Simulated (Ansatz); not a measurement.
We consider rutile MgH2, described by PBEsol (PAW; Ansatz, an electronic-structure program).

Run with plane-wave cutoff 520 eV, 8×8×12 k mesh (along the axes of the cell as run), Fermi–Dirac smearing 0.01 eV, scalar-relativistic PAW data made under PBE.

Computed at the level's own relaxed cell.

```
CELL_PARAMETERS angstrom
      4.47647     0.00000     0.00000
      0.00000     4.47647     0.00000
      0.00000     0.00000     3.00756
ATOMIC_POSITIONS crystal
  Mg 0.00000 0.00000 0.00000
  Mg 0.50000 0.50000 0.50000
  H  0.30450 0.30450 0.00000
  H  0.80450 0.19550 0.50000
  H  0.19550 0.80450 0.50000
  H  0.69550 0.69550 0.00000
```

Problem. List the 8 lowest band energies at Γ above −25 eV (eV, relative to the valence band maximum), grouping those that round alike.

Solution. At Γ: -6.67, -1.52 (×2), -0.47, 4.40, 4.95, 9.06 (×2).
